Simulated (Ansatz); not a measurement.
Take WSe2 (space group P6_3/mmc, No. 194; a = 3.230 Å, c = 12.411 Å; layered, stacked along the Cartesian z axis) as the base. Axes: x lies along a and z along c of the hexagonal cell.

Structures relaxed with PBEsol-D3(BJ), PAW, 420 eV (Ansatz, a program for electronic structure; no spin-orbit coupling).

Base:

Simulated powder pattern, Mo Kα, λ = 0.71073 Å (kinematic, ideal powder, no thermal factors, no anomalous dispersion; the 8 strongest lines at most, above 2 %, up to 2θ = 40°):

```tsv
2θ (°)	I/Imax (%)	hkl
6.57	58	(002)
14.59	32	(100)
17.64	100	(103)
22.07	36	(105)
25.42	29	(110)
31.11	20	(203)
32.42	14	(116)
37.04	16	(118)
```

It is then changed as follows: uniaxial strain ε_zz = +1.80 %, all other strain components held at zero; the atoms relax in the strained cell.

After the change:

Simulated powder pattern, Mo Kα, λ = 0.71073 Å (kinematic, ideal powder, no thermal factors, no anomalous dispersion; the 8 strongest lines at most, above 2 %, up to 2θ = 40°):

| 2θ (°) | I/Imax (%) | hkl |
|---|---|---|
| 6.45 | 64 | (002) |
| 14.59 | 32 | (100) |
| 17.54 | 100 | (103) |
| 21.85 | 40 | (105) |
| 25.42 | 29 | (110) |
| 31.05 | 20 | (203) |
| 32.20 | 13 | (116) |
| 36.68 | 17 | (118) |

The indices refer to the base's conventional cell; one index is shown for lines that coincide.

No phonon test of stability was made.
